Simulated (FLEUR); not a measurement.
Band structure of LaAl2 (Fd-3m, 6 atoms in the cell).

```xyz
6
Lattice="0.0000 4.0645 4.0645 4.0645 0.0000 4.0645 4.0645 4.0645 0.0000" Properties=species:S:1:pos:R:3 pbc="T T T"
La     0.0000     0.0000     0.0000
La     2.0322     2.0322     2.0322
Al     5.0806     5.0806     5.0806
Al     5.0806     3.0483     3.0483
Al     3.0483     3.0483     5.0806
Al     3.0483     5.0806     3.0483
```

Level of theory: PBEsol, all-electron FLAPW (FLEUR), scalar-relativistic valence.

Settings: Kmax = 4 1/bohr; GmaxXC = 16 1/bohr; xcFunctional = PBEs; jspins = 1; l_soc = F; mode = hist; fermiSmearingEnergy = 0.00999582 Htr; mesh (inpgen div1-3) = 5 5 5; inpgen gamma flag = false; Gmax = 16 1/bohr; numbands = 0; maxIterBroyd = 15; imix = Anderson; alpha = 0.05.

The starting cell comes from a database of computed structures (which also holds hypothetical and non-ambient phases and stackings), without a prior relaxation at this level. Values depend on the basis (sphere radii, cutoffs, local orbitals), which need not be converged.

Levels in eV from the Fermi level, bands 13 to 20:
```csv
point,13,14,15,16,17,18,19,20
Γ,-2.91,-2.34,-2.34,-1.94,-1.94,-1.94,1.22,1.89
X,-2.59,-2.59,-0.51,-0.51,0.51,0.51,0.51,0.51
W,-1.76,-1.76,-0.93,-0.93,0.11,0.11,0.91,0.91
K,-2.16,-1.43,-1.08,-0.87,0.03,0.50,0.68,0.80
L,-2.78,-1.61,-1.61,-0.06,0.15,0.15,1.18,1.18
U,-2.16,-1.43,-1.08,-0.87,0.03,0.50,0.68,0.80
```
